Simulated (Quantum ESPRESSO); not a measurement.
## A worked fit of the energy against the cutoff, with one run withheld: Sr (Fm-3m, 1 atom in the cell)

```
Sr
1.0
    0.00000     3.03088     3.03088
    3.03088     0.00000     3.03088
    3.03088     3.03088     0.00000
Sr
1
Cartesian
  0.00000   0.00000   0.00000
```

Method of the run: PBE, PseudoDojo standard norm-conserving (PBE) pseudopotentials (plane waves; Quantum ESPRESSO).

Base settings: ecutwfc = 70 Ry; occupations = smearing; smearing = fermi-dirac; degauss = 0.0073499 Ry; potentials = {Sr: Sr.upf}; K_POINTS = automatic 6 6 6 0 0 0; conv_thr = 1e-08 Ry; mixing_beta = 0.4.

The last step of the ladder, which sets the zero, is ecutwfc = 168 Ry.

The starting cell has typed, rounded lattice constants, without a prior relaxation at this level. Its lattice was rescaled by up to half a per cent.

An empirical form for the window shown: the miss falls exponentially with the largest wave vector, which goes as √cutoff: ln(ΔF) = a + b·√cutoff.

```
ecutwfc  √cutoff (√Ry)  F less the last step's (meV/atom)  ln of it
-------  -------------  ---------------------------------  --------
35 Ry            5.916                             671.06     6.509
38 Ry            6.164                                  ?         ?
42 Ry            6.481                             201.16     5.304
49 Ry            7.000                              49.99     3.912
56 Ry            7.483                               9.29     2.229
```

**Question.** Fit the line to the 4 rows given and predict the withheld one.

**Answer.** Means: x̄ = 6.7200, ȳ = 4.4885. Σ(x − x̄)(y − ȳ) = -3.705 and Σ(x − x̄)² = 1.364, so b = -2.716 and a = ȳ − b·x̄ = 22.740; ΔF halves for each 0.26 in √cutoff. The largest residual of the fitted rows is 0.19. At x = 6.164 the line gives 5.999, that is 403 meV/atom. The run gave 409.42 meV/atom, a miss of 6.42 meV/atom (2 %). The table is a window of a longer ladder. The rows were chosen because the form fits them, the withheld one included, so this shows the method and is no test of the form.

Left out of this page: 10 runs of the series outside the window shown, repeating another row's setting, or not comparable.
